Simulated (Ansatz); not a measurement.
# CdGeAs2: stress against strain

CdGeAs2 (chalcopyrite, I-42d, 24.962 Å³/atom at rest, c along z) under a strain ε along c (axis z), the other axes held. PBEsol in Ansatz, a plane-wave DFT program (PAW, default set), 420 eV, 8×8×8 Γ-centred mesh, Fermi-Dirac smearing 0.05 eV; ions are relaxed within the symmetry of each cell. Stress is positive for a compressed cell.

Here s stands for strain and y for stress zz.

```csv
strain (%),stress zz (GPa)
-1.50,1.22
-0.75,0.61
0.00,0.00
0.75,-0.59
1.50,-1.18
3.00,?
```

Fit y of the 5 rows that show it with a straight line. Means: s 0, y 0.012. About the means, the sum of products is -4.5000 and the sum of squares of s is 5.6250; the slope is their ratio. Least squares gives y = 0.012 - 0.8000·s. Residuals (row less fit): 0.008, -0.002, -0.012, -0.002, 0.008; standard error 0.010 (degrees of freedom: 3). The slope gives the elastic constant C33 = 80 ± 0.4 GPa.

Predict the withheld y at s = 3.00 from the fit, and compare with the calculation.

y = 0.012 - 0.8000 × 3.00 = -2.388 GPa. The calculation gives -2.31 GPa, 0.078 GPa above the prediction (2.2 % of the range of y in the table). The row lies outside the fitted rows, so this is an extrapolation. From the scatter of the fitted rows alone, a prediction at this place has a standard error of 0.016 GPa, so the miss is 4.9 times that.

One order more, fitted to all 9 runs of the series, follows each within 0.01, so the miss is the next term of a smooth law. Rows are the converged runs of the series near zero and its far end; series whose fitted rows scatter by over a few per cent of the range, as at a crossing or softening among them, aren't shown in this form. Most that stay on the fit to the last digits aren't either.
